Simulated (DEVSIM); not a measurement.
Device: Schottky contact on p-type GaAs, at 300 K.

```
layer (left to right)  material  thickness (μm)  Na (cm⁻³)  τn (s)  τp (s)
---------------------  --------  --------------  ---------  ------  ------
1                          GaAs           0.920     1.7e16  8.8e-8  8.8e-8
```

Left contact: Schottky, work function 4.454 eV, emission velocity 2.5e6 cm/s. Right contact: ohmic. Voltage is applied to the left contact. Recombination: SRH at mid-gap, radiative. Mobility is constant in doping. Where it depends on doping, it is μmin + (μ − μmin)/(1 + (N/Nref)^α).

Constants are typed, rounded textbook-type inputs, not results; the design itself was drawn at random and stands for no fabricated device. Values at 300 K; Nc and Nv go as T^1.5, mobilities as T to minus their exponent, the gap by Varshni's rule with the affinity fixed. The table also holds parameters that only a changed run uses.

| parameter | GaAs |
|---|---|
| gap (eV) | 1.424 |
| affinity (eV) | 4.07 |
| permittivity | 12.9 |
| Nc (cm⁻³) | 4.7e17 |
| Nv (cm⁻³) | 9e18 |
| μn (cm²/Vs) | 8500 |
| μp (cm²/Vs) | 400 |
| μn,min | 500 |
| μp,min | 20 |
| Nref,n | 6e16 |
| Nref,p | 1.5e17 |
| αn | 0.39 |
| αp | 0.38 |
| T exponent of μn | 2.1 |
| T exponent of μp | 2.2 |
| B (cm³/s) | 2e-10 |
| Cn (cm⁶/s) | 1e-30 |
| Cp (cm⁶/s) | 1e-30 |
| Varshni α (eV/K) | 0.000541 |
| Varshni β (K) | 204 |

DEVSIM, 1D drift-diffusion, Boltzmann statistics, complete ionisation; no tunnelling, impact ionisation, image-force lowering or self-heating. Metal contacts follow the ideal Schottky-Mott rule: no Fermi-level pinning, no interface dipoles.

Base results: dark forward voltage at 100 A/cm² (V) 0.787; dark forward voltage at 1 A/cm² (V) 0.655; potential step across the device at zero bias (V) 0.878; largest field in the device at zero bias (V/cm) 64000.

Question: What follows from this one change: doping Na of layer 1 1.7e+16 → 5.1e+17 cm^-3?

Answer: dark forward voltage at 100 A/cm² 0.787 → 0.770 V; dark forward voltage at 1 A/cm² 0.655 → 0.651 V; potential step across the device at zero bias 0.878 → 0.966 V; largest field in the device at zero bias 64000 → 360000 V/cm.

Question: What follows from this one change: temperature 300 → 350 K?

Answer: dark forward voltage at 100 A/cm² 0.787 → 0.720 V; dark forward voltage at 1 A/cm² 0.655 → 0.562 V; potential step across the device at zero bias 0.878 → 0.821 V; largest field in the device at zero bias little changed (61000 V/cm).

Question: What follows from this one change: doping-dependent mobility in place of the constant one?

Answer: dark forward voltage at 100 A/cm² 0.787 → 0.793 V; dark forward voltage at 1 A/cm² little changed (0.657 V); potential step across the device at zero bias little changed (0.878 V); largest field in the device at zero bias little changed (64000 V/cm).
